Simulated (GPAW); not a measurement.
## Worked example: self-consistent single point of CuZn (Pm-3m, 2 atoms in the cell) in GPAW

Computed with PBE, GPAW PAW datasets PBE (gpaw-data 1.0.1) (plane waves; GPAW).

Input:

```python
from ase import Atoms
from ase.units import GPa
from gpaw import GPAW, PW

atoms = Atoms(['Zn', 'Cu'],
              cell=[[2.950000, 0.000000, 0.000000],
                    [0.000000, 2.950000, 0.000000],
                    [0.000000, 0.000000, 2.950000]],
              scaled_positions=[[0.500000, 0.500000, 0.500000],
                                [0.000000, 0.000000, 0.000000]],
              pbc=True)

calc = GPAW(mode=PW(800),
            xc='PBE',
            kpts=(15, 15, 15),
            occupations={'name': 'methfessel-paxton', 'width': 0.272, 'order': 0},
            nbands=-6,
            convergence={'density': 1e-05, 'energy': 1e-05},
            symmetry={'symmorphic': False, 'tolerance': 0.0005},
            maxiter=100,
            txt='-')

atoms.calc = calc

energy = atoms.get_potential_energy()
print('Energy (eV):', round(energy, 6))
forces = atoms.get_forces()
print('Forces (eV/Ang):')
print(forces.round(5))
stress = atoms.get_stress()
print('Stress (GPa, Voigt):', (stress / GPa).round(4))
```

Output (repeated stretches shortened):

```
Input parameters:
  convergence: {density: 1e-05,
                energy: 1e-05}
  kpts: [15 15 15]
  maxiter: 100
  mode: {ecut: 800.0,
         name: pw}
  nbands: -6
  occupations: {name: methfessel-paxton,
                order: 0,
                width: 0.272}
  symmetry: {symmorphic: False,
             tolerance: 0.0005}
  xc: PBE

species:
  Zn:
    name: Zinc
    Z: 30.0
    valence: 12
    core: 18
    charge: 0.0
    file: Zn.PBE.gz

    # Using partial waves for Zn as LCAO basis

  Cu:
    name: Copper
    Z: 29.0
    valence: 11
    core: 18
    charge: 0.0
    file: Cu.PBE.gz

    # Using partial waves for Cu as LCAO basis

Reference energy: -93882.778494  # eV

Spin-paired calculation

Convergence criteria:
 Maximum [total energy] change in last 3 cyles: 1e-05 eV / valence electron
 Maximum integral of absolute [dens]ity change: 1e-05 electrons / valence electron
 Maximum integral of absolute [eigenst]ate change: 4e-08 eV^2 / valence electron
 Maximum number of scf [iter]ations: 100

Symmetries present (total): 48
Symmetries with fractional translations: 0
3375 k-points: 15 x 15 x 15 Monkhorst-Pack grid
120 k-points in the irreducible part of the Brillouin zone
       k-points in crystal coordinates                weights
   0:     0.00000000    0.00000000    0.00000000          1/3375
   1:     0.06666667    0.00000000    0.00000000          6/3375
   2:     0.06666667    0.06666667    0.00000000         12/3375
   [... 7 lines left out ...]
          ...
 119:     0.46666667    0.46666667    0.46666667          8/3375

Wave functions: Plane wave expansion
  Cutoff energy: 800.000 eV
  Number of coefficients (min, max): 1307, 1357
  Pulay-stress correction: 0.000000 eV/Ang^3 (de/decut=0.000000)

Occupation numbers: Methfessel-Paxton:
  width: 0.2720  # eV
  order: 0

Eigensolver

Densities:
  Coarse grid: 20*20*20 grid
  Fine grid: 40*40*40 grid
  Total Charge: 0.000000

Density mixing:
  Method: separate
  Backend: pulay
  Linear mixing parameter: 0.05
  old densities: 5
  Damping of long wavelength oscillations: 50

Hamiltonian:
  XC and Coulomb potentials evaluated on a 40*40*40 grid
  External potential:
    NoExternalPotential

XC parameters: PBE with 2 nearest neighbor stencil

Number of atoms: 2
Number of atomic orbitals: 18
Number of bands in calculation: 17
Number of valence electrons: 23
Bands to converge: occupied

Density initialized from atomic densities
  17 bands from LCAO basis set

Atomic positions and initial magnetic moments

Positions:
   0 Zn     1.475000    1.475000    1.475000    ( 0.0000,  0.0000,  0.0000)
   1 Cu     0.000000    0.000000    0.000000    ( 0.0000,  0.0000,  0.0000)

Unit cell:
           periodic     x           y           z      points  spacing
  1. axis:    yes    2.950000    0.000000    0.000000    20     0.1475
  2. axis:    yes    0.000000    2.950000    0.000000    20     0.1475
  3. axis:    yes    0.000000    0.000000    2.950000    20     0.1475

  Lengths:   2.950000   2.950000   2.950000
  Angles:   90.000000  90.000000  90.000000

Effective grid spacing dv^(1/3) = 0.1475

     iter     time        total  log10-change:
                         energy   eigst   dens
iter:   1 --:--:--    -6.081421
iter:   2 --:--:--    -5.704291   -0.70  -1.32
iter:   3 --:--:--    -5.311060   -0.86  -1.37
iter:   4 --:--:--    -5.132975   -2.28  -1.77
iter:   5 --:--:--    -5.798352   -0.92  -1.75
iter:   6 --:--:--    -5.263596   -1.75  -1.72
   [... 5 lines left out ...]
iter:  12 --:--:--    -5.089051   -4.44  -3.33
iter:  13 --:--:--    -5.090220   -3.64  -3.35
iter:  14 --:--:--    -5.089252   -4.52  -3.59
iter:  15 --:--:--    -5.088956   -4.30  -3.77
iter:  16 --:--:--    -5.089016   -5.15  -3.96
iter:  17 --:--:--    -5.088978c  -6.00  -3.93
iter:  18 --:--:--    -5.088962c  -5.89  -3.99
iter:  19 --:--:--    -5.088965c  -5.56  -4.01
iter:  20 --:--:--    -5.088969c  -6.36  -4.12
iter:  21 --:--:--    -5.088974c  -6.88  -4.35
iter:  22 --:--:--    -5.088955c  -5.91  -4.49
iter:  23 --:--:--    -5.088954c  -7.21  -5.00
iter:  24 --:--:--    -5.088953c  -7.78c -5.09c

Converged after 24 iterations.

Dipole moment: (-0.000000, -0.000000, -0.000000) |e|*Ang

Energy contributions relative to reference atoms: (reference = -93882.778494)

Kinetic:        -13.529343
Potential:      +12.703179
External:        +0.000000
XC:              -4.303158
Entropy (-ST):   -0.017716
Local:           +0.049227
SIC:             +0.000000
--------------------------
Free energy:     -5.097811
Extrapolated:    -5.088953

Showing only first 2 kpts
 Kpt  Band  Eigenvalues  Occupancy
  0     9      5.09238    2.00000
  0    10      5.09238    2.00000
  0    11     14.01086    0.00000
  0    12     14.01086    0.00000

  1     9      5.06550    2.00000
  1    10      5.08927    2.00000
  1    11     13.22562    0.00000
  1    12     14.13319    0.00000

Fermi level: 7.82560

No gap
No difference between direct/indirect transitions
Energy (eV): -5.088953

Forces in eV/Ang:
  0 Zn   -0.00000    0.00000   -0.00000
  1 Cu    0.00000    0.00000    0.00000

Stress tensor:
    -0.010887     0.000000     0.000000
     0.000000    -0.010887     0.000000
     0.000000     0.000000    -0.010887
Stress (GPa, Voigt): [-1.7443 -1.7443 -1.7443  0.      0.      0.    ]
```

The run converged in 24 iterations. GPAW prints stress with tension positive.

The starting cell has typed, rounded lattice constants, without a prior relaxation at this level. Spin polarisation is off.

Cost on one core of a shared machine: roughly 40 s.
